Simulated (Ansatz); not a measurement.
```yaml
crystal:
  lattice:
    - [5.23263, 0.00000, 0.00000]
    - [0.00000, 5.23263, 0.00000]
    - [2.61632, -2.61632, 5.33395]
  atoms:
    - { symbol: Zn, position: [0.00000, 0.00000, 0.00000] }
    - { symbol: Zn, position: [0.25000, 0.25000, 0.50000] }
    - { symbol: Si, position: [0.50000, 0.50000, 0.00000] }
    - { symbol: Si, position: [0.75000, 0.75000, 0.50000] }
    - { symbol: P, position: [0.62500, 0.38800, 0.25000] }
    - { symbol: P, position: [0.38800, 0.12500, 0.75000] }
    - { symbol: P, position: [0.12500, 0.86200, 0.25000] }
    - { symbol: P, position: [0.86200, 0.62500, 0.75000] }
```

No spin polarisation.

Calculations: PBEsol/PAW in Ansatz (a program for electronic structure), without spin-orbit coupling. Γ-centred 9×9×9 mesh, Fermi–Dirac width 0.05 eV.

**Question.** Predict the valence-band top at Γ and pressure.

**Answer.** The valence-band top at Γ (three highest levels, from the VBM) is 0.00, 0.00, -0.10 eV and the pressure (mean of the normal stresses, compression positive) comes out as 2.32 GPa.

The levels and masses belong to the bands next to the band gap. The cells carry an imposed strain or load. Whether these cells are dynamically stable was not tested. The cell was made from ZnSiP$_{2}$ in the chalcopyrite structure (space group I-42d, No. 122) by this change: biaxial strain −2.25 %, plane normal [001], relaxed out of plane.
